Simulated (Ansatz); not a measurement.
System: TaN (Fm-3m, No. 225, 2 atoms in the cell; start mp-251; a measured phase of this formula has another space group). Method: PBEsol (PAW; Ansatz, a program for electronic structure).

Settings: plane-wave cutoff 520 eV, 22×22×22 k mesh, Fermi–Dirac smearing 0.05 eV, scalar-relativistic PAW data made under PBE.

Cell (relaxed at this level):

```
TaN
1.0
    0.00000     2.18783     2.18783
    2.18783     0.00000     2.18783
    2.18783     2.18783     0.00000
Ta N
1 1
Direct
  0.50000   0.50000   0.50000
  0.00000   0.00000   0.00000
```

Q: Give the computed bulk modulus.

A: 
- bulk modulus = 358 GPa

The run finds no gap.

Note: the bulk modulus is −V dP/dV from two relaxed cells at ±2 % in volume; the relaxation could not lower the start's symmetry, so the cell can be a saddle point above a distorted one.

Spin–orbit coupling is not included; it can open a gap where bands touch, and shift volumes and moduli.

A start named mp-… is a Materials Project structure, which need not be a measured phase.
